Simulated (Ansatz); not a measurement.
# A constructed model of the (111) surface of fcc Rh, (√3x√3)R30° layer of Pb, one a cell, in the other hollow (bottom of the slab: a bare face, its two planes held)

The numbers are results of PBE (plane waves to 420 eV, PAW; Ansatz, a quantum-chemistry and plane-wave program), not measurements.

Set-up: 19 atoms, 13.6 Å thick at the start; mesh 9x9x1; 0.1 eV smearing; dipole correction on; 6 atoms held, the rest relaxed; start symmetry kept, larger cells not searched; no spin, no spin-orbit, no U. In PBE it is, or lies within 0.01 eV a 1x1 cell of, the lowest of the 2 structures of its composition computed so far; larger cells were not tried.

- work function of the top face: 3.90 eV
- energy released by relaxation: 0.31 eV
- cost: about 8 core-minutes (a rough figure)
